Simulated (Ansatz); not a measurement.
An ideal cubic perovskite cell is held by its symmetry; such compounds can tilt or shift off centre at room temperature.

Inside the gap of an insulator the Bloch states are evanescent, with a wavenumber k + iκ along the transport direction.

Input:

```yaml
crystal:
  lattice:
    - [6.28623, 0.00000, 0.00000]
    - [0.00000, 6.28623, 0.00000]
    - [0.00000, 0.00000, 6.28623]
  atoms:
    - { symbol: Cs, position: [0.50000, 0.50000, 0.50000] }
    - { symbol: Sn, position: [0.00000, 0.00000, 0.00000] }
    - { symbol: I, position: [0.50000, 0.00000, 0.00000] }
    - { symbol: I, position: [0.00000, 0.50000, 0.00000] }
    - { symbol: I, position: [0.00000, 0.00000, 0.50000] }
```

Space group of this cell: Pm-3m, cubic perovskite. The cell is taken as given.

Transport runs along the normal of the first two printed cell vectors, the (001) plane of the conventional cell.

The gap is the functional's own, uncorrected, and κ follows it; spin-orbit coupling is left out. Mid-gap values are interpolated between the computed energies.

Q: Estimate the band gap and the smallest decay constant κ at mid-gap that r2SCAN (Ansatz, a first-principles code) returns for this system.

A: Gap 0.60 eV on a 6×6×6 mesh; κ = 0.042 1/Å, at (0.500, 0.500) of the in-plane reciprocal vectors. At the zone centre, at the nearest computed energy, the slowest state has κ = 0.13 1/Å.
